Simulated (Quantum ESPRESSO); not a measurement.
Quantum ESPRESSO run on SrYMg6 (P1, 8 atoms in the cell): self-consistent single point.

Computed with PBEsol, SSSP 1.1.2 efficiency (PBE) pseudopotentials (plane waves; Quantum ESPRESSO).

The change in words: lattice scaled by 1.03. Reference geometry:
```
SrYMg6
1.0
    6.75271     0.00000     0.00000
    0.00000     6.75271     0.00000
    0.00000     0.00000     4.84790
Sr Y Mg
1 1 6
Cartesian
  3.34924   3.38872   2.41892
 -0.00840   0.01167   2.37307
 -0.03266   3.35564   2.43888
  3.41365   0.00321   2.41925
  5.16673   1.58980   0.01998
  1.62668   5.15469   0.01695
  5.14588   5.16630   0.00903
  1.59700   1.58808  -0.00029
```

Reference input (self-consistent single point, DFT, PBEsol, plane waves, SSSP 1.1.2 efficiency (PBE) pseudopotentials): ecutwfc = 40 Ry; ecutrho = 320 Ry; occupations = smearing; smearing = gaussian; degauss = 0.0073499 Ry; input_dft = pbesol; potentials = {Sr: Sr_pbe_v1.uspp.F.UPF, Y: Y_pbe_v1.uspp.F.UPF, Mg: Mg.pbe-n-kjpaw_psl.0.3.0.UPF}; K_POINTS = automatic 3 3 4 1 1 1; conv_thr = 1e-11 Ry; mixing_beta = 0.4. This run's input differs from it in these lines:

```diff
@@ -28,10 +28,10 @@
 ATOMIC_POSITIONS {angstrom}
-Sr    3.3492361166    3.3887192120    2.4189227277
-Y    -0.0084003712    0.0116686829    2.3730664416
-Mg   -0.0326561056    3.3556444384    2.4388815320
-Mg    3.4136502173    0.0032142900    2.4192523849
-Mg    5.1667347659    1.5898040207    0.0199830438
-Mg    1.6266805700    5.1546879312    0.0169531063
-Mg    5.1458823974    5.1663025924    0.0090316377
-Mg    1.5970024096    1.5880820797   -0.0002860261
+Sr    3.4497130513    3.4903806378    2.4914904095
+Y    -0.0086523820    0.0120187428    2.4442584349
+Mg   -0.0336357873    3.4563136225    2.5120479780
+Mg    3.5160595722    0.0033107185    2.4918299565
+Mg    5.3217365793    1.6374980707    0.0205825351
+Mg    1.6754809149    5.3093283401    0.0174616995
+Mg    5.3002586407    5.3212914407    0.0093025868
+Mg    1.6449124109    1.6357244715   -0.0002946069
 K_POINTS {automatic}
@@ -39,5 +39,5 @@
 CELL_PARAMETERS {angstrom}
-   6.7527100000     0.0000000000     0.0000000000
-   0.0000000000     6.7527100000     0.0000000000
-   0.0000000000     0.0000000000     4.8479000000
+   6.9552910000     0.0000000000     0.0000000000
+   0.0000000000     6.9552910000     0.0000000000
+   0.0000000000     0.0000000000     4.9933370000
```

Log, with long lists cut:

```
     Self-consistent Calculation

     iteration #  1     ecut=    40.00 Ry     beta= 0.40

     Threshold (ethr) on eigenvalues was too large:
     Diagonalizing with lowered threshold

     negative rho (up, down):  1.078E-01 0.000E+00

     total energy              =    -353.72132484 Ry
     estimated scf accuracy    <       0.11944840 Ry

     iteration #  2     ecut=    40.00 Ry     beta= 0.40

     negative rho (up, down):  1.082E-01 0.000E+00

     total energy              =    -353.73590044 Ry
     estimated scf accuracy    <       0.17711565 Ry

     iteration #  3     ecut=    40.00 Ry     beta= 0.40

     negative rho (up, down):  1.094E-01 0.000E+00

     total energy              =    -353.74842164 Ry
     estimated scf accuracy    <       0.01299609 Ry

   [... 13 blocks of this kind left out ...]

     iteration # 17     ecut=    40.00 Ry     beta= 0.40

     negative rho (up, down):  1.099E-01 0.000E+00

     total energy              =    -353.75270117 Ry
     estimated scf accuracy    <          2.2E-11 Ry

     iteration # 18     ecut=    40.00 Ry     beta= 0.40

     negative rho (up, down):  1.099E-01 0.000E+00
     End of self-consistent calculation

     the Fermi energy is     4.1086 ev

!    total energy              =    -353.75270117 Ry
     estimated scf accuracy    <          1.6E-12 Ry
     smearing contrib. (-TS)   =      -0.00318641 Ry
     internal energy E=F+TS    =    -353.74951476 Ry

     convergence has been achieved in  18 iterations

     negative rho (up, down):  1.099E-01 0.000E+00

     Forces acting on atoms (cartesian axes, Ry/au):

     atom    1 type  1   force =     0.00176017   -0.00223388    0.00122684
     atom    2 type  2   force =     0.00376796   -0.00322469    0.01002071
     atom    3 type  3   force =     0.00108851    0.00187836   -0.00112596
     atom    4 type  3   force =    -0.00266730    0.00069937   -0.00048694
     atom    5 type  3   force =    -0.00105486    0.00082099   -0.00326528
   [... lines left out ...]
     Total force =     0.013972     Total SCF correction =     0.000001
   [... lines left out ...]

     negative rho (up, down):  1.099E-01 0.000E+00
          total   stress  (Ry/bohr**3)                   (kbar)     P=      -29.84
  -0.00020661  -0.00000040   0.00000096          -30.39       -0.06        0.14
  -0.00000040  -0.00020066  -0.00000073           -0.06      -29.52       -0.11
   0.00000096  -0.00000073  -0.00020120            0.14       -0.11      -29.60

   JOB DONE.
```

The run converged in 18 iterations. Against the reference run the free energy goes up by 30.6 meV/atom, the pressure goes from -0.68 to -2.98 GPa and the largest force goes from 0.373 to 0.287 eV/Å.

The starting cell comes from a database of computed structures (which also holds hypothetical and non-ambient phases and stackings), without a prior relaxation at this level. Its atoms were displaced at random from the sites of space group no. 123. For this run, on top of that: lattice scaled by 1.03.

Cost on one core of a shared machine: roughly 2 min.
